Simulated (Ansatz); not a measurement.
The starting structures come from a database of crystals and need not be the phases stable at ambient conditions.

By PBEsol, the system below comes out a metal.

Without scattering a metal conducts by its projected Fermi surface.

Consider the following.

```xyz
2
Lattice="3.4216 0.0000 0.0000 0.0000 5.5796 0.0000 1.7108 0.0000 2.9632" Properties=species:S:1:pos:R:3 pbc="T T T"
Sb     1.7108     4.1847     0.9877
Sb     3.4216     1.3949     1.9755
```

Space group of this cell: P6_3/mmc, hcp (Mg type). The cell is strained (all lengths scaled by 1.02); by PBEsol its mean pressure is -4.5 GPa.

The current flows along the normal of the first two printed cell vectors, the (100) plane of the conventional cell. No spin-orbit coupling; the value is a mean over 0.1 eV about the Fermi level.

Question: Compute, with PBEsol in Ansatz (an electronic-structure program), the ballistic conductance per area.

Answer: 1.2 × 10¹⁵ S/m² for both spins.
